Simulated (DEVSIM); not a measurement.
# CdTe p-n junction from an implanted or diffused profile

Structure: CdTe p-n junction from an implanted or diffused profile, at 300 K.

```
layer (left to right)  material  thickness (μm)  Nd (cm⁻³)  τn (s)  τp (s)
---------------------  --------  --------------  ---------  ------  ------
1                          CdTe            8.60     1.3e15  1.1e-9  1.1e-9
```

Added acceptor profile: 2e17 cm⁻³ × exp(−(x − 0 μm)²/(2·(0.024 μm)²)). Left contact: ohmic. Right contact: ohmic. Voltage is applied to the left contact. Recombination: SRH at mid-gap, Auger. Mobility is constant in doping.

The device is made up for the run: typed textbook-type constants, with dimensions and the other settings drawn at random. Values at 300 K.

```csv
parameter,CdTe
gap (eV),1.5
affinity (eV),4.28
permittivity,10.2
Nc (cm⁻³),8e17
Nv (cm⁻³),1.8e19
μn (cm²/Vs),1000
μp (cm²/Vs),80
Cn (cm⁶/s),1e-30
Cp (cm⁶/s),1e-30
```

Model (solved in DEVSIM): 1D drift-diffusion, Boltzmann statistics, complete ionisation; no tunnelling, impact ionisation, image-force lowering or self-heating.

```yaml
potential_step_across_the_device_at_zero_bias: 1.217 V
Dark forward voltage at 1 A/cm²: 1.004 V
Dark forward voltage at 100 A/cm²: 1.495 V
```

Dark forward current:

(V (V), J (A/cm²)): (0.05, 6.9e-10); (0.20, 1.9e-8); (0.35, 3.9e-7); (0.50, 8.1e-6); (0.65, 0.00018); (0.80, 0.0045); (0.95, 0.21); (1.05, 3.4); (1.20, 27); (1.35, 62); (1.50, 100); (1.65, 140); (1.80, 190); (1.95, 240)

Dark reverse current:

```json
[
 {"V (V)": "-0.40", "J (A/cm²)": "-1.7e-9"},
 {"V (V)": "-1.00", "J (A/cm²)": "-3.4e-9"},
 {"V (V)": "-2.00", "J (A/cm²)": "-5.7e-9"},
 {"V (V)": "-3.00", "J (A/cm²)": "-7.6e-9"},
 {"V (V)": "-4.00", "J (A/cm²)": "-9.2e-9"},
 {"V (V)": "-6.00", "J (A/cm²)": "-1.2e-8"},
 {"V (V)": "-8.00", "J (A/cm²)": "-1.4e-8"},
 {"V (V)": "-10.00", "J (A/cm²)": "-1.6e-8"},
 {"V (V)": "-13.00", "J (A/cm²)": "-1.9e-8"},
 {"V (V)": "-16.00", "J (A/cm²)": "-2.2e-8"},
 {"V (V)": "-20.00", "J (A/cm²)": "-2.5e-8"}
]
```
